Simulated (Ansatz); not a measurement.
Consider Sn in the diamond structure (space group Fd-3m, No. 227; a = 6.540 Å; relaxed with 0.1 eV smearing). Axes: x, y, z lie along the cube axes.

Method: PBEsol (Ansatz, a first-principles code; PAW; 420 eV plane waves; no spin-orbit coupling).

Before the change:

The pressure is 0.0 GPa. The volume per atom is 34.97 Å³.

Modification: biaxial strain −0.50 %, plane normal [001], relaxed out of plane (Cartesian); in-plane vectors clamped, the third vector and the atoms free.

Task: What happens to the pressure, energy relative to the base and volume per atom?

Result: The pressure (mean of the normal stresses, compression positive) goes from zero to 0.2 GPa; the energy increases by 0.3 meV/atom; the volume per atom decreases by 0.17 Å³ (34.97 Å³ → 34.80 Å³).

Stability against distortions was not tested.
